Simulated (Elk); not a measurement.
Band structure of SrAg₃Pd₂ (P6/mmm, 6 atoms in the cell).

```xyz
6
Lattice="5.5486 0.0000 0.0000 -2.7743 4.8052 0.0000 0.0000 0.0000 4.5562" Properties=species:S:1:pos:R:3 pbc="T T T"
Sr     0.0000     0.0000     0.0000
Ag     2.7743     0.0000     2.2781
Ag     1.3871     2.4026     2.2781
Ag    -1.3871     2.4026     2.2781
Pd     0.0000     3.2035     0.0000
Pd     2.7743     1.6017     0.0000
```

Computed with PBEsol, all-electron FP-LAPW, Elk's shipped species files, APW+lo basis with extra local orbitals (Elk).

Settings: xctype = 22; rgkmax = 8; stype = 0; swidth = 0.00734986 Ha; ngridk = 6 6 6; gmaxvr = 16 1/bohr; nxlo = 2; lorbcnd = true; rmtscf = 0.95; lmaxi = 2; maxscl = 100.

The starting cell comes from a database of computed structures (which also holds hypothetical and non-ambient phases and stackings), without a prior relaxation at this level. Spin polarisation is off. Values depend on the basis (sphere radii, cutoffs, local orbitals), which need not be converged.

Levels in eV from the Fermi level, bands 48 to 55:
| point | 48 | 49 | 50 | 51 | 52 | 53 | 54 | 55 |
|---|---|---|---|---|---|---|---|---|
| Γ | -1.59 | -0.80 | -0.80 | 1.41 | 1.42 | 1.43 | 1.43 | 2.40 |
| M | -1.74 | -1.54 | -0.94 | -0.81 | 0.58 | 0.71 | 2.53 | 3.58 |
| K | -1.65 | -1.13 | -1.13 | -1.07 | -0.83 | 2.53 | 3.39 | 3.39 |
| A | -1.48 | -1.29 | -1.29 | -0.80 | 0.94 | 1.31 | 1.31 | 1.75 |
| L | -1.39 | -1.35 | -1.13 | -0.59 | -0.52 | -0.22 | 1.98 | 2.35 |
| H | -1.27 | -1.10 | -0.91 | -0.91 | -0.07 | -0.07 | 0.89 | 1.23 |

Bands cross the Fermi level along this path, so the cell is metallic at this level.
